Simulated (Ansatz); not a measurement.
# Quick settings and what they miss: K₂LiLaCl₆ (Fm-3m, 10 atoms in the cell)

Self-consistent single point.

```xyz
10
Lattice="0.0000 5.1974 5.1974 5.1974 0.0000 5.1974 5.1974 5.1974 0.0000" Properties=species:S:1:pos:R:3 pbc="T T T"
K      7.7962     7.7962     7.7962
K      2.5987     2.5987     2.5987
Li     5.1974     5.1974     5.1974
La     0.0000     0.0000     0.0000
Cl     2.6916     5.1974     5.1974
Cl     7.7032     5.1974     5.1974
Cl     5.1974     2.6916     5.1974
Cl     5.1974     7.7032     5.1974
Cl     5.1974     5.1974     2.6916
Cl     5.1974     5.1974     7.7032
```

Level of theory: LDA (PW92), default PAW files made with PBE (plane waves; Ansatz, a program for electronic structure).

Base settings: basis.ecutwfc = 420 eV; kpoints.mp_grid.grid = 4 4 4; hamiltonian.xc = lda; hamiltonian.pseudopotentials = {kind: paw} (the program's default PAW files); scf.occupations.method = gaussian; scf.occupations.width = 0.02 eV.

Tight run (finer mesh or higher cutoff; not a proven limit): basis.ecutwfc: 420 eV → 590 eV; kpoints.mp_grid.grid: 4 4 4 → 6 6 6; scf.convergence.dr2_threshold: default (1e-07 eV) → 1e-09 eV. It gave top of the valence band (on the code's own zero) 1.75 eV; gap on the k-point mesh 4.53 eV; pressure -0.73 GPa; largest force (vector length) 0.293 eV/Å.

Quick runs, as changes from the base:
- A: the base itself
- B: basis.ecutwfc: 420 eV → 295 eV
- C: basis.ecutwfc: 420 eV → 210 eV; kpoints.mp_grid.grid: 4 4 4 → 2 2 2
- D: hamiltonian.xc: lda → pbesol; scf.occupations.method: gaussian → fermi_dirac; scf.occupations.width: 0.02 eV → 0.5 eV; scf.convergence.dr2_threshold: default (1e-07 eV) → 0.001 eV [PBEsol]
- E: basis.ecutwfc: 420 eV → 250 eV; kpoints.mp_grid.grid: 4 4 4 → 1 1 1; scf.occupations.method: gaussian → methfessel_paxton; scf.occupations.width: 0.02 eV → 0.5 eV; scf.convergence.dr2_threshold: default (1e-07 eV) → 0.001 eV
- F: basis.ecutwfc: 420 eV → 335 eV; kpoints.mp_grid.grid: 4 4 4 → 6 6 6; scf.occupations.method: gaussian → methfessel_paxton; scf.occupations.width: 0.02 eV → 0.5 eV

Energies are extrapolated to zero smearing width, which holds to low order in the width alone.

Dashes: energy of D, another energy zero; gap of E, left out as unsure on this mesh or at this smearing.

Gaps are read on each run's own mesh, which may miss the band edges.

† marks runs with another functional, U, potentials or spin treatment: their distance from the tight run is not a convergence error alone.

The count of work is k-points × plane waves × bands × iterations; it is no time. 

Pressures in the table are Ansatz's without its Pulay estimate, at a fixed set of plane waves; the tight run's value above holds the estimate.

The starting cell comes from a database of computed structures (which also holds hypothetical and non-ambient phases and stackings), without a prior relaxation at this level. Its lattice was rescaled by a random factor within 2.5 % of one.

```tsv
run	energy less tight (meV/atom)	pressure less tight (GPa)	largest miss in a force vector (eV/Å)	gap on the mesh less tight (eV)	count of work / tight
A	0.3	0.00	0.000	0.000	0.27
B	20.9	-0.92	0.001	0.001	0.15
C	426.4	-10.54	0.111	-0.013	0.034
D†	–	1.73	0.072	0.293	0.28
E	313.3	-0.79	0.260	–	0.0093
F	3.9	-0.22	0.000	0.000	0.39
```

Among the runs at the tight run's level, the energy misses run from 0.3 to 426.4 meV/atom.

Keys are those of Ansatz 0.2.
